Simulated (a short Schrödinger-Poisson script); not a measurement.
Stack: MOS inversion layer, SiO2 on p-type Si(100), at 300 K.

| layer | material | thickness (nm) | Na (cm⁻³) |
|---|---|---|---|
| 1 | SiO2 | 1.5 | - |
| 2 | Si | 1100 | 1.6e17 |

Constants are typed, rounded textbook-type inputs, not results; the design itself was drawn at random and stands for no fabricated device. SiO2: permittivity 3.9, conduction-band edge (eV) 3.15, gap (eV) 9, electron mass (mₑ) 0.5. Si: permittivity 11.7, conduction-band edge (eV) 0, gap (eV) 1.124, Nv at 300 K (cm⁻³) 3.1e19.

Channel valleys (confinement mass, in-plane density-of-states mass, number): Δ2 0.916, 0.19, 2; Δ4 0.19, 0.417, 4. At the gate the conduction-band edge of layer 1 lies 3.27 eV − eVg above the Fermi level of the channel; the field vanishes at the back. Gaps are held at their typed values at every temperature. Mesh 0.03 nm at interfaces.

From a short Schrödinger-Poisson script (our own, NumPy): 1D Poisson equation in equilibrium, electrons quantum, Hartree (BenDaniel-Duke, 12 states a valley, the channel's in-plane mass for all, wave functions free to enter the dielectric), parabolic valleys, classical holes, full ionisation, no traps, pinning or gate leakage.

At Vg = 0.9 V the centroid of the electrons lies 1.66 nm from the interface.

Q: Estimate the gate capacitance as the dielectric in series with that distance, and compare.

A: The dielectric alone has 2.30 μF/cm²; in series with 1.66 nm of the channel's permittivity, 1.68 μF/cm²; the run gives 1.80 μF/cm². The estimate leaves out the density-of-states capacitance and the centroid's move with voltage.
